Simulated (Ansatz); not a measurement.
ScZn (Pm-3m), PBEsol, DFPT electron-phonon coupling, linearised Boltzmann equation (Ansatz, a program for electronic structure): phonon-limited resistivity 26.0 μΩ·cm at 300 K, 35.3 μΩ·cm at 400 K, current-weighted mean free path 4.3 nm.

**Question.** What temperature coefficient of resistance follows, and how does it compare with 1/T?

**Answer.** (ρ₄₀₀ − ρ₃₀₀)/(100 K × ρ₃₀₀) = 3.58×10⁻³ K⁻¹, against 1/T = 3.33×10⁻³ K⁻¹ for a resistivity proportional to T. It lies higher because phonons are still being populated at 300 K; impurities would add a constant and lower it.

**Question.** What is the classical skin depth at 100 GHz (nonmagnetic, μ₀ = 1.257×10⁻⁶ H/m)?

**Answer.** δ = √(ρ/(π f μ₀)) = 812 nm.

**Question.** Estimate the electronic thermal conductivity at 300 K by the Wiedemann-Franz law (L₀ = 2.44×10⁻⁸ W·Ω/K²).

**Answer.** L₀T/ρ = 2.44×10⁻⁸ × 300/(26.0×10⁻⁸) = 28.2 W/(m·K). Inelastic scattering puts the true Lorenz number somewhat under L₀ near and below the Debye temperature.

A metal at this level (no band gap). Only scattering by harmonic phonons is included (no impurities, grain boundaries, electron-electron scattering or thermal expansion). Spin-orbit coupling is left out. Halving the electron mesh (24x24x24) moves the resistivity by up to 9 % at 300 K, the mean free path by up to 6 %. Smearing 0.20 eV; phonons on a 4x4x4 q mesh, which this run doesn't test.

Formula and space group known from diffraction (Crystallography Open Database), not checked to be the room-temperature form: ScZn (Pm-3m).
